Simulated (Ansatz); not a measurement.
System: O vacancy in monoclinic HfO2 with all lengths changed by -1 % (charge state +2). All values below come from PBE, PAW (plane waves to 420 eV; Ansatz, a program for electronic structure).

96-site cell at the strained lattice (strain from the relaxed PBE one, atoms relaxed), the Γ point alone, smearing 0.01 eV, spin-restricted, no finite-size correction. No zero-point or tunnelling terms. Spin-orbit coupling is left out. The charge state is imposed; whether it is stable for some Fermi level was not computed. Forms of the defect that were not tried may lie lower.

Barriers: single points on a 2×2×2 k-point mesh shifted by half a step at the bands' geometries.

Relaxed starting cell (atoms counted from 1):

```
Hf32O63
1.0
   10.21982     0.00000     0.00000
    0.00000    10.31978     0.00000
   -1.77863     0.00000    10.44754
Hf O
32 63
Direct
  0.14719   0.24400   0.34542
  0.13895   0.23075   0.85398
  0.13684   0.73053   0.35440
  0.13796   0.72870   0.85562
  0.63621   0.23039   0.35498
  0.63757   0.23068   0.85436
  0.63481   0.72374   0.35247
  0.64005   0.72917   0.85419
  0.36500   0.27057   0.14313
  0.35870   0.27345   0.64658
  0.36069   0.77052   0.14667
  0.36443   0.76931   0.64731
  0.86090   0.26731   0.14903
  0.86257   0.27068   0.64599
  0.86171   0.77187   0.14473
  0.86240   0.77256   0.64526
  0.36382   0.48255   0.39816
  0.36234   0.48043   0.89637
  0.35916   0.97804   0.39489
  0.36414   0.97834   0.89911
  0.86174   0.47865   0.39780
  0.86102   0.47737   0.89681
  0.84000   0.97064   0.39209
  0.86144   0.98047   0.89542
  0.13843   0.01999   0.10395
  0.14351   0.01174   0.61756
  0.13705   0.52329   0.10297
  0.13776   0.52314   0.60454
  0.63767   0.02088   0.10262
  0.63460   0.02340   0.60605
  0.64016   0.52069   0.10364
  0.64091   0.52048   0.60621
  0.03267   0.08996   0.92653
  0.03430   0.58315   0.42035
  0.03240   0.58532   0.92368
  0.53244   0.08305   0.42165
  0.53631   0.08245   0.92143
  0.53715   0.57929   0.42248
  0.53730   0.58160   0.92009
  0.46618   0.41829   0.07819
  0.46476   0.41924   0.58163
  0.46458   0.91813   0.08103
  0.45834   0.92323   0.58045
  0.96865   0.40930   0.08131
  0.96429   0.42018   0.58091
  0.96742   0.91161   0.07207
  0.96460   0.92511   0.56434
  0.46244   0.33232   0.32909
  0.46198   0.33188   0.82735
  0.46212   0.83055   0.33132
  0.46635   0.83156   0.83024
  0.96427   0.32005   0.34027
  0.96586   0.33376   0.82684
  0.96742   0.84808   0.32459
  0.96917   0.84176   0.82071
  0.02884   0.14853   0.19336
  0.03486   0.16443   0.66646
  0.03281   0.66614   0.17400
  0.03647   0.67203   0.67002
  0.53807   0.17009   0.16991
  0.53060   0.16876   0.66987
  0.53353   0.66562   0.17124
  0.53807   0.67001   0.66963
  0.22583   0.37504   0.49041
  0.22352   0.37152   0.98995
  0.21861   0.87273   0.49202
  0.22303   0.87083   0.99134
  0.72290   0.37017   0.49133
  0.72363   0.37056   0.99118
  0.71741   0.86890   0.48883
  0.72381   0.87183   0.98985
  0.27662   0.12878   0.00961
  0.24074   0.12622   0.49935
  0.27629   0.62875   0.01046
  0.27713   0.63125   0.50991
  0.77787   0.12912   0.01163
  0.77693   0.12652   0.50881
  0.77842   0.62861   0.01026
  0.77798   0.62897   0.50972
  0.27985   0.12312   0.25823
  0.27830   0.12023   0.76057
  0.27501   0.62136   0.26043
  0.27628   0.62213   0.76083
  0.77526   0.11707   0.26211
  0.77401   0.12318   0.75960
  0.77722   0.62057   0.26044
  0.78063   0.62269   0.75972
  0.22289   0.37956   0.23924
  0.22183   0.37977   0.73925
  0.22236   0.87946   0.24098
  0.22646   0.87746   0.74521
  0.72665   0.37717   0.24102
  0.72326   0.37952   0.74162
  0.71784   0.87479   0.23929
  0.72380   0.88007   0.73853
```
Cell charge +2.

End state 1 differs by these moves (Å; atoms that move under 0.08 Å are left out):

```json
[
 {"atom": "1", "element": "Hf", "Δx": "-0.07", "Δy": "-0.05", "Δz": "0.23"},
 {"atom": "7", "element": "Hf", "Δx": "0.06", "Δy": "0.07", "Δz": "0.04"},
 {"atom": "13", "element": "Hf", "Δx": "-0.20", "Δy": "0.13", "Δz": "-0.07"},
 {"atom": "23", "element": "Hf", "Δx": "0.23", "Δy": "0.10", "Δz": "0.04"},
 {"atom": "25", "element": "Hf", "Δx": "0.11", "Δy": "-0.14", "Δz": "-0.09"},
 {"atom": "26", "element": "Hf", "Δx": "-0.02", "Δy": "0.09", "Δz": "-0.14"},
 {"atom": "31", "element": "Hf", "Δx": "-0.05", "Δy": "0.07", "Δz": "-0.01"},
 {"atom": "33", "element": "O", "Δx": "-0.07", "Δy": "0.13", "Δz": "0.17"},
 {"atom": "44", "element": "O", "Δx": "0.00", "Δy": "-0.07", "Δz": "-0.07"},
 {"atom": "45", "element": "O", "Δx": "0.07", "Δy": "-0.12", "Δz": "-0.11"},
 {"atom": "46", "element": "O", "Δx": "-0.06", "Δy": "0.20", "Δz": "0.19"},
 {"atom": "47", "element": "O", "Δx": "-0.01", "Δy": "-0.08", "Δz": "0.13"},
 {"atom": "52", "element": "O", "Δx": "0.05", "Δy": "0.06", "Δz": "-0.27"},
 {"atom": "53", "element": "O", "Δx": "0.03", "Δy": "0.06", "Δz": "-0.05"},
 {"atom": "54", "element": "O", "Δx": "-0.04", "Δy": "-0.18", "Δz": "0.06"},
 {"atom": "55", "element": "O", "Δx": "-0.02", "Δy": "0.00", "Δz": "0.11"},
 {"atom": "56", "element": "O", "Δx": "-0.33", "Δy": "-0.64", "Δz": "2.33"},
 {"atom": "57", "element": "O", "Δx": "-0.04", "Δy": "-0.04", "Δz": "0.10"},
 {"atom": "59", "element": "O", "Δx": "-0.05", "Δy": "-0.07", "Δz": "0.04"},
 {"atom": "69", "element": "O", "Δx": "-0.05", "Δy": "0.06", "Δz": "-0.02"},
 {"atom": "73", "element": "O", "Δx": "0.37", "Δy": "0.04", "Δz": "0.12"},
 {"atom": "80", "element": "O", "Δx": "-0.38", "Δy": "0.02", "Δz": "-0.09"},
 {"atom": "84", "element": "O", "Δx": "0.03", "Δy": "0.07", "Δz": "-0.04"},
 {"atom": "92", "element": "O", "Δx": "-0.09", "Δy": "0.05", "Δz": "-0.02"},
 {"atom": "94", "element": "O", "Δx": "0.05", "Δy": "0.06", "Δz": "0.02"}
]
```

Question: What is the computed forward and backward barriers to end state 1 (PBE, PAW)?

Answer: forward 0.74 eV, backward 0.74 eV; at the saddle point atom 56 has neighbours Hf at 2.06, Hf at 2.19, Hf at 2.57; 2 O at 2.64, O at 2.66 Å. The saddle point's order was not checked.

End state 2 differs by these moves (Å; atoms that move under 0.08 Å are left out):

```csv
atom,element,Δx,Δy,Δz
1,Hf,-0.19,-0.09,-0.05
7,Hf,0.08,0.03,0.01
10,Hf,0.11,0.07,0.15
13,Hf,-0.03,0.05,-0.07
19,Hf,0.11,-0.10,-0.05
23,Hf,0.23,0.09,0.03
26,Hf,-0.16,0.01,-0.06
33,O,0.07,-0.12,-0.08
34,O,0.06,-0.08,-0.01
44,O,-0.06,0.10,0.00
46,O,-0.03,0.07,0.08
47,O,-0.09,-0.06,0.19
49,O,0.06,0.06,0.06
50,O,0.07,-0.01,-0.05
52,O,-0.04,0.11,-0.14
54,O,-0.02,-0.15,0.08
55,O,-0.08,-0.12,0.09
56,O,0.10,0.21,-0.31
57,O,-0.03,0.02,0.07
64,O,0.10,-0.39,0.04
66,O,0.08,0.05,-0.01
73,O,-1.73,-0.46,-0.73
80,O,-0.05,-0.03,0.14
81,O,0.03,0.00,-0.15
94,O,0.08,0.05,0.02
```

Question: Give the forward and backward barriers to end state 2 at the level PBE, PAW.

Answer: forward 0.87 eV, backward 0.14 eV; at the saddle point atom 73 has neighbours 2 Hf at 1.98 Å. The saddle point's order was not checked.
